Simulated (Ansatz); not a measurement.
Quick settings and what they miss: Ta4CoNi (I422, 6 atoms in the cell)

Self-consistent single point.

```xyz
6
Lattice="-3.0358 3.0358 2.4268 3.0358 -3.0358 2.4268 3.0358 3.0358 -2.4268" Properties=species:S:1:pos:R:3 pbc="T T T"
Ta     4.0084     0.9726     1.2134
Ta    -0.9726     4.0084     1.2134
Ta     2.0633    -0.9726     1.2134
Ta     0.9726     2.0633     1.2134
Co     0.0000     0.0000     2.4268
Ni     0.0000     0.0000     0.0000
```

Computed with PBEsol, default PAW files made with PBE (plane waves; Ansatz, a quantum-chemistry and plane-wave program).

Base settings: basis.ecutwfc = 30.9 Ry; kpoints.mp_grid.grid = 6 6 6; hamiltonian.xc = pbesol; hamiltonian.pseudopotentials = {kind: paw} (the program's default PAW files); scf.occupations.method = cold; scf.occupations.width = 0.0037 Ry.

Tight run (finer mesh or higher cutoff; not a proven limit): basis.ecutwfc: 30.9 Ry → 43.4 Ry; kpoints.mp_grid.grid: 6 6 6 → 9 9 9; scf.convergence.dr2_threshold: default (1e-07 eV) → 1e-09 eV. It gave Fermi level (on the code's own zero) 19.74 eV; pressure 3.62 GPa; largest force (vector length) 0.085 eV/Å.

Quick runs, as changes from the base:
- A: the base itself
- B: basis.ecutwfc: 30.9 Ry → 24.6 Ry; scf.occupations.method: cold → gaussian; scf.occupations.width: 0.0037 Ry → 0.0367 Ry
- C: basis.ecutwfc: 30.9 Ry → 15.4 Ry; kpoints.mp_grid.grid: 6 6 6 → 8 8 8; scf.occupations.width: 0.0037 Ry → 0.02 Ry; kpoints.mp_grid.shift: default → 0.5 0.5 0.5
- D: basis.ecutwfc: 30.9 Ry → 18.4 Ry; kpoints.mp_grid.grid: 6 6 6 → 1 1 1; hamiltonian.xc: pbesol → lda; scf.occupations.method: cold → fermi_dirac; scf.occupations.width: 0.0037 Ry → 0.0367 Ry [LDA (PW92)]
- E: basis.ecutwfc: 30.9 Ry → 15.4 Ry; kpoints.mp_grid.grid: 6 6 6 → 2 2 2; scf.convergence.dr2_threshold: default (1e-07 eV) → 0.0001 eV
- F: basis.ecutwfc: 30.9 Ry → 18.4 Ry; kpoints.mp_grid.grid: 6 6 6 → 3 3 3; scf.occupations.width: 0.0037 Ry → 0.02 Ry; kpoints.mp_grid.shift: default → 0.5 0.5 0.5

Energies are extrapolated to zero smearing width, which holds to low order in the width alone.

Dashes: energy of D, another energy zero.

† marks runs with another functional, U, potentials or spin treatment: their distance from the tight run is not a convergence error alone.

The count of work is k-points × plane waves × bands × iterations; it is no time. 

Pressures in the table are Ansatz's without its Pulay estimate, at a fixed set of plane waves; the tight run's value above holds the estimate.

The starting cell comes from a database of computed structures (which also holds hypothetical and non-ambient phases and stackings), without a prior relaxation at this level. Its lattice was rescaled by a random factor within 2.5 % of one. Spin polarisation is off. In the base run, with a pressure of about 3 GPa the cell is away from its equilibrium volume at this level.

```csv
run,energy less tight (meV/atom),pressure less tight (GPa),largest miss in a force vector (eV/Å),count of work / tight
A,1.2,-0.22,0.021,0.19
B,34.7,-3.25,0.048,0.14
C,5079.0,-265.18,0.164,0.14
D†,–,-71.89,0.112,0.0038
E,5186.8,-263.50,0.057,0.0091
F,1170.2,-78.13,0.199,0.020
```

Among the runs at the tight run's level, the energy misses run from 1.2 to 5186.8 meV/atom.

Keys are those of Ansatz 0.2.
